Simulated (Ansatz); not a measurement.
## TiZnO₃ (space group R-3, No. 148; a cell from a computed database, its experimental status unchecked)

```cif
data_O6Ti2Zn2
_chemical_formula_sum 'Ti2 Zn2 O6'
_space_group_name_H-M_alt 'P 1'
_space_group_IT_number 1
_cell_length_a 5.45591
_cell_length_b 5.45591
_cell_length_c 5.45591
_cell_angle_alpha 55.263
_cell_angle_beta 55.263
_cell_angle_gamma 55.263
loop_
_space_group_symop_operation_xyz
  'x, y, z'
loop_
_atom_site_label
_atom_site_type_symbol
_atom_site_fract_x
_atom_site_fract_y
_atom_site_fract_z
_atom_site_occupancy
Ti1 Ti 0.85401 0.85401 0.85401 1
Ti2 Ti 0.14599 0.14599 0.14599 1
Zn1 Zn 0.63934 0.63934 0.63934 1
Zn2 Zn 0.36066 0.36066 0.36066 1
O1 O 0.22552 0.56246 0.94950 1
O2 O 0.77448 0.43754 0.05050 1
O3 O 0.56246 0.94950 0.22552 1
O4 O 0.43754 0.05050 0.77448 1
O5 O 0.94950 0.22552 0.56246 1
O6 O 0.05050 0.77448 0.43754 1
```

Method: PBEsol/PAW in Ansatz (an electronic-structure program), no spin-orbit coupling. Settings: 8×8×8 k-points, 0.05 eV Fermi–Dirac smearing.

```yaml
volume_per_atom: 10.22 Å³
density: 5.24 g/cm³
band_gap: 3.09 eV, indirect, k = (0.125, -1/4, 1/4) in the run's primitive reciprocal basis → k = (0.125, 1/4, -1/4) in the run's primitive reciprocal basis
total_energy: -1488.394 eV/atom (σ→0; compares only within this code and set-up)
```

Stability against distortions was not tested. All final runs are without spin polarisation.
